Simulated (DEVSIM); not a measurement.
System: InP p-i-n diode, at 300 K.

```tsv
layer (left to right)	material	thickness (μm)	Nd (cm⁻³)	Na (cm⁻³)	τn (s)	τp (s)
1	InP	0.140	-	3.3e17	4e-10	4e-10
2	InP	4.50	7.7e12	-	4e-10	4e-10
3	InP	1.60	2.3e17	-	4e-10	4e-10
```

Left contact: ohmic. Right contact: ohmic. Voltage is applied to the left contact. Recombination: SRH at mid-gap, radiative. Mobility is μmin + (μ − μmin)/(1 + (N/Nref)^α).

The device is made up for the run: typed textbook-type constants, with dimensions and the other settings drawn at random. Values at 300 K.

| parameter | InP |
|---|---|
| gap (eV) | 1.344 |
| affinity (eV) | 4.38 |
| permittivity | 12.5 |
| Nc (cm⁻³) | 5.7e17 |
| Nv (cm⁻³) | 1.1e19 |
| μn (cm²/Vs) | 5200 |
| μp (cm²/Vs) | 170 |
| μn,min | 400 |
| μp,min | 10 |
| Nref,n | 3e17 |
| Nref,p | 4.9e17 |
| αn | 0.47 |
| αp | 0.62 |
| B (cm³/s) | 1.2e-10 |

Model (solved in DEVSIM): 1D drift-diffusion, Boltzmann statistics, complete ionisation; no tunnelling, impact ionisation, image-force lowering or self-heating.

The doping Na of layer 1 was swept, all else fixed.

| doping Na of layer 1 (cm^-3) | dark forward voltage at 1 A/cm² (V) | dark forward voltage at 100 A/cm² (V) | potential step across the device at zero bias (V) |
|---|---|---|---|
| 9.9e15 | 0.787 | 1.223 | 1.139 |
| 3.3e16 | 0.793 | 1.188 | 1.170 |
| 9.9e16 | 0.796 | 1.164 | 1.199 |
| 3.3e17 | 0.796 | 1.147 | 1.230 |
| 9.9e17 | 0.797 | 1.140 | 1.258 |
| 3.3e18 | 0.797 | 1.137 | 1.289 |

From the first row to the last the dark forward voltage at 1 A/cm² goes from 0.787 to 0.797. From the first row to the last the dark forward voltage at 100 A/cm² goes from 1.223 to 1.137.
